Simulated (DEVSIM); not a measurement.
Device: Pd/SiON/SiO2/p-Si capacitor, at 300 K.

```csv
layer (left to right),material,thickness (nm),Na (cm⁻³)
1,SiON,6.30,-
2,SiO2,0.540,-
3,Si,1400,1.8e17
```

Metal gate on the left, work function 5.2 eV. Fixed charge at the semiconductor interface -6.9e10 cm⁻² (in units of +e); interface traps 3.3e12 cm⁻² eV⁻¹, uniform in energy, neutral level at 0.5 of the gap above the valence band.

Constants are typed, rounded textbook-type inputs, not results; the design itself was drawn at random and stands for no fabricated device. Values at 300 K; Nc and Nv go as T^1.5, mobilities as T to minus their exponent, the gap by Varshni's rule with the affinity fixed.

```
parameter         SiON  SiO2        Si
----------------  ----  ----  --------
gap (eV)             7     9     1.124
affinity (eV)      1.4   0.9      4.05
permittivity       5.5   3.9      11.7
Nc (cm⁻³)            -     -   2.86e19
Nv (cm⁻³)            -     -    3.1e19
Varshni α (eV/K)     -     -  0.000473
Varshni β (K)        -     -       636
```

Model (solved in DEVSIM): 1D Poisson equation in equilibrium, Boltzmann statistics, complete ionisation; no quantum confinement or tunnelling. Metal contacts follow the ideal Schottky-Mott rule: no Fermi-level pinning, no interface dipoles.

Base results: capacitance of the dielectric stack (μF/cm²) 0.690; minimum of the low-frequency capacitance (μF/cm²) 0.342; flat-band voltage (V) -0.15.

Problem. What follows from this one change: SiON thickness 0.0063 → 0.0035 μm?

Solution. capacitance of the dielectric stack 0.690 → 1.14 μF/cm²; minimum of the low-frequency capacitance 0.342 → 0.425 μF/cm²; flat-band voltage -0.15 → -0.03 V.

Problem. What follows from this one change: fixed charge -6.9e+10 → -1.569e+12 cm^-2?

Solution. capacitance of the dielectric stack little changed (0.690 μF/cm²); minimum of the low-frequency capacitance little changed (0.341 μF/cm²); flat-band voltage -0.15 → 0.19 V.

Problem. What follows from this one change: substrate doping 1.8e+17 → 3.6e+16 cm^-3?

Solution. capacitance of the dielectric stack little changed (0.690 μF/cm²); minimum of the low-frequency capacitance 0.342 → 0.321 μF/cm²; flat-band voltage -0.15 → -0.08 V.
